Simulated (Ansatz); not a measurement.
Be, response to strain

Consider Be in the hcp (Mg type) structure (space group P6_3/mmc, No. 194; a = 2.263 Å, c = 3.566 Å; relaxed with 0.1 eV smearing). Axes: x lies along a and z along c of the hexagonal cell.

Strains are applied to the cell and any free atomic positions relax.

Method: PBE/PAW in Ansatz (an electronic-structure program), no spin-orbit coupling.

Notes on the quantities. energy relative to the base: free energy F; pressure: mean of the normal stresses, compression positive.

```
case                            energy relative to the base  volume per atom  pressure
------------------------------  ---------------------------  ---------------  --------
base                                             0 meV/atom          7.91 Å³   0.0 GPa
uniaxial strain ε_zz = −3.00 %                +8.8 meV/atom          7.67 Å³   4.4 GPa
uniaxial strain ε_zz = −2.50 %                +6.1 meV/atom          7.71 Å³   3.6 GPa
uniaxial strain ε_zz = −2.00 %                +3.9 meV/atom          7.75 Å³   2.9 GPa
uniaxial strain ε_zz = −1.00 %                +1.0 meV/atom          7.83 Å³   1.4 GPa
uniaxial strain ε_zz = −0.50 %                +0.2 meV/atom          7.87 Å³   0.7 GPa
uniaxial strain ε_zz = +0.50 %                +0.2 meV/atom          7.95 Å³  -0.7 GPa
uniaxial strain ε_zz = +1.50 %                +2.1 meV/atom          8.03 Å³  -1.9 GPa
uniaxial strain ε_zz = +2.00 %                +3.6 meV/atom          8.06 Å³  -2.5 GPa
uniaxial strain ε_zz = +3.00 %                +8.1 meV/atom          8.14 Å³  -3.7 GPa
```

No phonon test of stability was made.
